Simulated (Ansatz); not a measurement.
Structure of amorphous hafnium silicate (Hf₆Si₁₄O₄₀) (periodic cell):

```
CELL_PARAMETERS angstrom
      9.13821     0.21137    -0.05215
      0.21137     9.66537     0.06383
     -0.05215     0.06383     9.09913
ATOMIC_POSITIONS crystal
  Hf 0.20023 0.17525 0.89277
  Hf 0.94146 0.70450 0.48524
  Hf 0.71949 0.17684 0.51040
  Hf 0.20307 0.00098 0.41341
  Hf 0.78785 0.63069 0.10197
  Hf 0.81998 0.12959 0.97547
  Si 0.95269 0.37027 0.50016
  Si 0.28190 0.31328 0.22289
  Si 0.98025 0.00339 0.72040
  Si 0.61348 0.35835 0.20459
  Si 0.24811 0.62440 0.93876
  Si 0.41718 0.44030 0.74080
  Si 0.85092 0.93447 0.29235
  Si 0.47812 0.97963 0.65032
  Si 0.22519 0.49343 0.48913
  Si 0.75592 0.78644 0.75669
  Si 0.46302 0.99811 0.97402
  Si 0.01695 0.42717 0.99418
  Si 0.30582 0.79202 0.11059
  Si 0.75639 0.47818 0.74809
  O  0.23700 0.86754 0.24881
  O  0.77319 0.63492 0.66457
  O  0.61463 0.86427 0.68367
  O  0.25161 0.17732 0.32408
  O  0.90302 0.51726 0.42010
  O  0.98462 0.27774 0.91317
  O  0.72302 0.00933 0.38698
  O  0.53539 0.12987 0.60996
  O  0.11550 0.04780 0.62249
  O  0.44679 0.32014 0.16080
  O  0.20619 0.79198 0.95174
  O  0.37557 0.92384 0.52117
  O  0.91680 0.84037 0.68654
  O  0.76076 0.76857 0.93055
  O  0.46763 0.85128 0.06643
  O  0.23782 0.44926 0.32005
  O  0.88884 0.00677 0.14034
  O  0.11122 0.53279 0.89172
  O  0.31799 0.61956 0.10886
  O  0.73215 0.27445 0.10103
  O  0.33115 0.09369 0.04591
  O  0.33055 0.30814 0.79840
  O  0.63568 0.32295 0.37825
  O  0.82494 0.09462 0.71853
  O  0.11505 0.38713 0.57217
  O  0.62421 0.05215 0.95509
  O  0.03382 0.02335 0.88995
  O  0.63021 0.52438 0.16958
  O  0.83258 0.49591 0.90771
  O  0.38489 0.47538 0.56738
  O  0.59450 0.42205 0.76470
  O  0.99492 0.90448 0.40383
  O  0.96438 0.51179 0.13916
  O  0.81963 0.76390 0.27967
  O  0.17274 0.32461 0.07393
  O  0.38497 0.99316 0.80588
  O  0.92827 0.22407 0.42642
  O  0.37690 0.58546 0.82423
  O  0.83279 0.36469 0.63959
  O  0.14780 0.65051 0.50631
```

Methods: PBE, scalar-relativistic without spin-orbit coupling (Ansatz, an electronic-structure program); r2SCAN, scalar-relativistic without spin-orbit coupling (Ansatz); HSE06, scalar-relativistic without spin-orbit coupling (Ansatz). Neutral PBE cell, which sets geometry, pressure and energy: sampling: a 2×2×2 Γ-centred mesh; Fermi-Dirac width 0.02 eV; no spin polarisation. Exact exchange is cut at the faces of this 9 Å cell, which leaves hybrid gaps a finite-size error.

It comes from a melt-quench run on a machine-learned potential (CHGNet), relaxed afterwards by DFT. O atoms were pushed apart under 1.9 Å during the dynamics, to hinder bonds among them. The hot cell started wider than the set density and was brought back towards it in steps. It is the lowest in DFT energy of 2 quenches. It is a model cell: composition and starting density were chosen by hand, and all elements were melted together. No dispersion term was used. Its density started from a set value of 4.35 and ended at 4.35 g/cm³. The quench (nominally 600 K/ps over its main leg) was far faster than any real one, so the model tends to hold more defects than a real film. A cell of this size samples the disorder only roughly. The volume was held where the preparation left it and the shape relaxed.

Problem. Give the pressure, the energy against reference phases and the spacing of the highest filled and lowest empty levels.

Solution. 
```yaml
Pressure on a 2×2×2 Γ-centred mesh: 2.60 GPa
Largest force and stress component on that mesh (the relaxation ran on the zone centre alone): 0.04 eV/Å and 2.6 GPa
Energy relative to HfSiO4 (I4_1/amd) + alpha cristobalite (lowest mix at this level among the phases computed, not always the ambient ones): 0.190 eV/atom
Level gap on a 2×2×2 Γ-centred mesh (PBE): 4.58 eV
Level gap at the zone centre (PBE): 4.61 eV
Level gap at the zone centre (r2SCAN): 5.14 eV
Level gap at the zone centre (HSE06): 6.29 eV
Distance between the nearest levels spread over more than a fifth of the atoms or a third of the atoms of their main element (six at least) (PBE, zone centre): 4.78 eV
```

Problem. At PBE and the zone centre, how localised are the states just below and above the Fermi level (participation number: the atoms over which a state spreads)?

Solution. The highest filled state is spread over 4.8 atoms' worth, largest on O43, with weights by element (charge in smoothed Voronoi cells) O 0.96, Si 0.03, Hf 0.01. The lowest empty state is spread over 16.9 atoms' worth, largest on Hf2, with weights by element (charge in smoothed Voronoi cells) O 0.58, Hf 0.30, Si 0.12.

At PBE the levels at the filled edge of the gap are localised (band-tail or defect states).

Cut-offs for bonds: Hf-Hf 3.34 Å, Hf-Si 2.89 Å, Hf-O 2.66 Å, Si-Si 2.60 Å, Si-O 2.08 Å, O-O 1.58 Å. Two cations that share two anions don't count as bonded, nor two that share one unless they lie closer than Hf-Hf 3.25 Å, Hf-Si 2.81 Å, Si-Si 2.38 Å.

Added carriers, by Ansatz with PBE, scalar-relativistic without spin-orbit coupling on the zone centre alone. Charged cells keep the cell fixed and stand in a uniform background, with no image correction, at a width of 0.01 eV; where the count is odd the moment is locked at 1 μB, unless the neutral cell bore moments. Each starts from the undistorted neutral geometry alone. PBE's self-interaction favours spread-out carriers, so it can miss traps that a hybrid finds.

Problem. What happens at PBE when the cell takes an extra electron and the atoms relax?

Solution. Relaxation lowers the charged cell by 0.46 eV. The largest moves are O22 0.43 Å, Hf2 0.38 Å, O51 0.27 Å, O60 0.26 Å. The level that holds the added charge spreads over 3.4 atoms' worth, most on Hf2 (weight 0.53): a localised (trapped) carrier, which neighbours of that atom can share. Bonds broken: Hf2-O22. Made neutral again at that geometry, the cell lies +0.89 eV from the neutral start.

Problem. What happens at PBE when the cell takes a hole and the atoms relax?

Solution. Relaxation lowers the charged cell by 0.17 eV. The largest moves are O30 0.23 Å, O57 0.22 Å, O43 0.20 Å, Hf3 0.15 Å. The level that was emptied spreads over 3.8 atoms' worth, most on O43 (weight 0.37): a localised (trapped) carrier, which neighbours of that atom can share. No bond crosses its cut-off with a change of over 0.15 Å (metal-metal contacts aside). Made neutral again at that geometry, the cell lies +0.78 eV from the neutral start.
